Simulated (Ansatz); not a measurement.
The parent structure is Ge2Sb2Te5 (space group P-3m1, No. 164).

```yaml
crystal:
  lattice:
    - [4.23277, 0.00000, 0.00000]
    - [-2.11638, 3.66568, 0.00000]
    - [0.00000, 0.00000, 17.44148]
  atoms:
    - { symbol: Te, position: [0.00000, 0.00000, 0.00000] }
    - { symbol: Sb, position: [0.66667, 0.33333, 0.11340] }
    - { symbol: Sb, position: [0.33333, 0.66667, 0.88660] }
    - { symbol: Te, position: [0.33333, 0.66667, 0.21240] }
    - { symbol: Te, position: [0.66667, 0.33333, 0.78760] }
    - { symbol: Ge, position: [0.00000, 0.00000, 0.34089] }
    - { symbol: Ge, position: [0.00000, 0.00000, 0.65911] }
    - { symbol: Te, position: [0.66667, 0.33333, 0.42292] }
    - { symbol: Te, position: [0.33333, 0.66667, 0.57708] }
```

Cartesian axes are those of the cell as printed.

Computed with DFT with PBE-D3(BJ), PAW potentials and a 420 eV plane-wave cutoff in Ansatz (a quantum-chemistry and plane-wave program), scalar-relativistic without spin-orbit coupling.

Base values:

| Property | Result |
|---|---|
| Shortest interatomic distance | 5.351 bohr |
| Pressure | 0.0 GPa |
| Band gap | zero |

The change: a pure shear with ε_xz = ε_zx = -0.0092; the atoms relax in the strained cell.

**Question.** What happens to the energy relative to the base, largest internal atomic displacement, shortest interatomic distance, pressure and band gap?

**Answer.** The energy rises by 1.1 meV/atom; the largest internal atomic displacement amounts to 0.047 Å; the shortest interatomic distance falls by 0.0135 bohr, from 5.351 bohr to 5.338 bohr; the pressure (mean of the normal stresses, compression positive) stays essentially unchanged (0.0 GPa against 0.1 GPa); the band gap remains zero.

Spin-orbit coupling, missing from the scalar runs, can matter with Sb and Te. Whether these cells are dynamically stable was not tested. The final runs are not spin-polarised. The D3 term's C6 switches between coordination references near this geometry, which can add small steps to energies. A zero or small gap of Ge2Sb2Te5 can be the functional's error rather than a property of the material.
